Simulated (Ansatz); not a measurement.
The starting structures come from a database of crystals and need not be the phases stable at ambient conditions.

 Where the default PAW files enter, the runs use the earlier of Ansatz's two default sets.

The decay constant κ of evanescent states in the gap governs leakage through a thin film.

Data:

```
CELL_PARAMETERS angstrom
      5.48491     0.00000     0.00000
      1.45037     5.28968     0.00000
      1.34485    -3.15771     1.72424
ATOMIC_POSITIONS crystal
  Y  0.00000 0.00000 0.00000
  H  0.66667 0.33333 0.00000
  Se 0.33333 0.16667 0.50000
```

Space group of this cell: P-6m2. The cell is taken as given.

Transport runs along the normal of the first two printed cell vectors, the (111) plane of the conventional cell.

The gap is the functional's own. No spin-orbit coupling. Mid-gap values are interpolated on the energy grid.

Estimate the band gap and the smallest decay constant κ at mid-gap that r2SCAN (Ansatz, a quantum-chemistry and plane-wave program) returns for this system.

Gap 2.06 eV on a 18×18×18 mesh; κ = 0.169 1/Å, at (0.500, 0.500) of the in-plane reciprocal vectors. At the zone centre, at the nearest computed energy, the slowest state has κ = 0.22 1/Å.
